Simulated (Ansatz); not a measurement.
Effect of In → Ga on SrZnIn3

The reference is SrZnIn3 (space group I4mm, No. 107; a = 4.5801 Å, c = 12.0169 Å; a cell from a computed database, its experimental status unchecked).

Now apply this change: every In is replaced by Ga, then cell and atoms are relaxed.

Computed with Ansatz (an electronic-structure program) PBEsol, no spin-orbit coupling. k-mesh 15×15×15 (Γ-centred); smearing 0.05 eV (Fermi–Dirac), for the changed cell.

- Volume per atom: 20.00 Å³ (base 25.21 Å³)
- Density: 6.02 g/cm³ (base 6.55 g/cm³)
- Lattice parameter a: 4.289 Å (base 4.580 Å)
- c/a ratio: 2.535 (base 2.624)
- Space group: I4mm (No. 107) (base I4mm (No. 107))
- Band gap: zero (base zero)

Whether these cells are dynamically stable was not tested. As relaxed here, SrZnGa3 is a hypothetical phase, not in the database extracts checked.
